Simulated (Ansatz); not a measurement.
Partial pair distribution functions of a relaxed model of amorphous Ir17Ni12Ta19, broadened by 0.06 Å; density 16.60 g/cm³. All values below come from PBE, scalar-relativistic without spin-orbit coupling (plane waves to 420 eV, PAW; Ansatz, a first-principles code).

A CHGNet melt-quench gave the starting glass, which DFT then relaxed. The hot cell started wider than the set density and was brought back towards it in steps. It is the lowest in DFT energy of 3 quenches. It is a model cell: composition and starting density were chosen by hand, and all elements were melted together. No dispersion term was used. Its density started from a set value of 16.84 and ended at 16.60 g/cm³. The quench (nominally 180 K/ps over its main leg) was far faster than any real one, so the model tends to hold more defects than a real film. A cell of this size samples the disorder only roughly. Volume and shape were free in the relaxation. On a 2×2×2 Γ-centred mesh force components of up to 0.43 eV/Å stay, since the relaxation ran on one k-point at (1/4, 1/4, 1/4).

```
r (Å)  g Ir-Ta  g Ta-Ta  g Ir-Ir  g Ni-Ni
-----  -------  -------  -------  -------
2.20      0.00     0.00     0.00     0.01
2.30      0.00     0.00     0.00     0.58
2.40      0.11     0.00     0.12     3.28
2.50      1.15     0.00     0.45     4.27
2.60      4.24     0.00     0.80     1.84
2.70      6.25     0.07     2.88     0.92
2.80      4.75     0.75     3.43     0.68
2.90      3.51     1.61     1.98     0.44
3.00      1.74     1.86     1.75     1.19
3.10      0.71     2.55     0.83     1.01
3.20      0.89     3.07     0.09     0.37
3.30      0.44     2.32     0.00     0.63
3.40      0.22     1.84     0.04     0.89
3.50      0.16     1.23     0.22     1.42
3.60      0.17     0.56     0.18     0.85
3.70      0.24     0.34     0.62     0.59
3.80      0.46     0.05     0.79     0.07
3.90      0.41     0.14     0.50     0.04
4.00      0.39     0.29     1.63     0.57
4.10      0.32     0.55     1.60     1.88
4.20      0.43     0.55     1.43     1.55
```

Within 3.44 Å each Ir has 6.06 Ta neighbours on average.
